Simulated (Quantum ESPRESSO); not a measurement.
## Variants of one calculation on GdAl3Pd2 (P6/mmm, 6 atoms in the cell)

```yaml
crystal:
  lattice:
    - [5.39240, 0.00000, 0.00000]
    - [-2.69620, 4.66995, 0.00000]
    - [0.00000, 0.00000, 4.19410]
  atoms:
    - { symbol: Gd, position: [0.00000, 0.00000, 0.00000], spin: 7.0 }
    - { symbol: Pd, position: [0.33333, 0.66667, 0.00000] }
    - { symbol: Pd, position: [0.66667, 0.33333, 0.00000] }
    - { symbol: Al, position: [0.50000, 0.00000, 0.50000] }
    - { symbol: Al, position: [0.50000, 0.50000, 0.50000] }
    - { symbol: Al, position: [0.00000, 0.50000, 0.50000] }
```
(The spins are starting values, not results.)

Base run A: PBEsol, SSSP 1.1.2 efficiency (PBE) pseudopotentials (Quantum ESPRESSO), self-consistent single point.

Its settings: ecutwfc = 60 Ry; ecutrho = 480 Ry; occupations = smearing; smearing = cold; degauss = 0.0073499 Ry; nspin = 2; input_dft = pbesol; K_POINTS = automatic 3 3 3 0 0 0; conv_thr = 1e-10 Ry; mixing_beta = 0.5.

The starting cell comes from a database of published, mostly measured structures (it also holds non-ambient and calculated ones), without a prior relaxation at this level. With one magnetic atom in the cell only a parallel order is possible. With U or open f shells several self-consistent states can exist. The f electrons are in the valence without U or exact exchange, which can misplace them near the Fermi level. Spin-orbit terms, which matter for f shells, are left out. Without a gap this mesh is coarse (it stands for a supercell whose shortest vector is 13 Å).

ΔF is the free energy per atom less that of run A. A dash stands where there is no value to compare (another energy zero or no entropy term, no result, no spin, no clean gap, or a mesh too coarse for one). Absolute energies have different zeros for different potentials, functionals, Hubbard and dispersion terms and are not compared across them.

Run A gave: pressure (GPa) -1.59; size of the net moment (μB/atom) 1.21; k-points 6.

Runs:
- B: conv_thr: 1e-10 Ry → 7.3e-08 Ry
- C: K_POINTS: automatic 3 3 3 0 0 0 → automatic 3 3 4 0 0 0
- D: nosym: default → true
- E: vdw_corr: default → grimme-d3; dftd3_version: default → 4; dftd3_threebody: default → false [PBEsol-D3(BJ)]
- F: parallel starting moments (1.75 0 0 0 0 0 μB)

Q: What does run B change against A?

A: The free energy stays essentially unchanged (within 1 meV/atom), the pressure goes from -1.59 to -1.74 GPa and the size of the net moment stays at 1.21 μB/atom.

```tsv
run	ΔF (meV/atom)	pressure (GPa)	size of the net moment (μB/atom)	k-points
A	0.00	-1.59	1.21	6
B	0.00	-1.74	1.21	6
C	7.2	-1.63	1.19	9
D	0.00	-1.59	1.21	14
E	–	-5.81	1.21	6
F	0.00	-1.60	1.21	6
```
